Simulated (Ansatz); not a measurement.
System: W vacancy in hexagonal WC (neutral cell). The step: a nearby W atom hops onto the vacant site; the atom moves 2.86 Å along (0.00, -0.98, 0.00) of the unit cell; the moving atom starts with neighbours 2 C at 2.18, 2 C at 2.21, 2 C at 2.22 Å and ends with 2 C at 2.18, 2 C at 2.21, 2 C at 2.22 Å. DFT values are from Ansatz (plane-wave PAW, 420 eV unless said) in a cell of 54 host sites, spin-restricted, static, with no finite-size correction. Forms of the defect that were not tried may lie lower. For the PBE band: the saddle point's order was not checked, and it lies on a symmetry element of the cell, where a band can be held.

| Level | Forward barrier (eV) | Cost of the band or of the saddle's single point |
|---|---|---|
| CHGNet universal potential (has no charge state), its own band | 1.47 | - |
| PBE, a 3×3×3 k-point mesh shifted by half a step along c, band relaxed | 3.86 | very roughly 2.1 core-hours |
| PBE, a 4×4×4 k-point mesh shifted by half a step along c, same geometries | 3.87 | around 11 core-minutes (rough) |
| r2SCAN at 500 eV, a 3×3×3 k-point mesh shifted by half a step along c, same geometries | … | roughly 9 core-minutes |

What belongs in the gaps?


- r2SCAN at 500 eV, a 3×3×3 k-point mesh shifted by half a step along c, same geometries, Forward barrier (eV): 3.91

Ansatz is a program for electronic structure.
